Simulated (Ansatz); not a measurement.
Take C (space group I4/mmm, No. 139; a = 4.3564 Å, c = 2.4989 Å; a model cell, its experimental status unchecked) as the base. Axes: x, y, z lie along a, b, c of the conventional cell.

Modification: uniaxial stress, 0.5 GPa compression along x, with the cell and atoms free to relax against it.

Levels (all Ansatz, a first-principles code, PAW): PBEsol (420 eV, spin-orbit coupling left out); r2SCAN (500 eV, no spin-orbit coupling); HSE06 (420 eV, without spin-orbit coupling).

At the geometry relaxed with PBEsol, these levels gave the following band gaps, in shuffled order: (a) 3.50 eV, (b) 2.65 eV, (c) 2.27 eV.

Question: Match each gap to its level.

Answer: (a) HSE06; (b) r2SCAN; (c) PBEsol.

Single points use the geometry relaxed with PBEsol. HSE06 gaps are upper bounds (no full band path). Load acts through the strain it causes; cell and atoms are relaxed under it. Stability under load was not tested beyond the relaxation. This is not the structure that C has at room temperature and ambient pressure.
